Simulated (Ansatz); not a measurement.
## PBE against r2SCAN: BP, pressure 18 GPa

The reference is BP in the zinc blende structure (space group F-43m, No. 216; a = 4.5483 Å).

(Cell as relaxed with PBE.)

Levels (all Ansatz, an electronic-structure program, PAW, earlier PAW set): PBE (420 eV, no SOC); r2SCAN (500 eV, scalar-relativistic without spin-orbit coupling).

Each level relaxes its own structure.

| base | PBE | r2SCAN |
|---|---|---|
| volume per atom | 11.76 Å³ | 11.67 Å³ |
| lattice parameter a | 4.548 Å | 4.536 Å |
| band gap | 1.25 eV | 1.41 eV |

One thing is altered: a hydrostatic pressure of 18 GPa.

| quantity | PBE | r2SCAN |
|---|---|---|
| shortest interatomic distance | 1.909 Å | 1.906 Å |
| band gap | 1.11 eV | 1.27 eV |
| smallest direct gap | 3.55 eV | 3.75 eV |

PBE's shortest interatomic distance lies 0.003 Å above r2SCAN's (0.2 %); PBE's band gap lies 0.165 eV below r2SCAN's; PBE's smallest direct gap lies 0.20 eV below r2SCAN's. Neither level is exact; r2SCAN is the comparison here, not a measurement.

Load acts through the strain it causes; cell and atoms are relaxed under it. Whether these cells are dynamically stable was not tested. No other phases were tried under pressure.
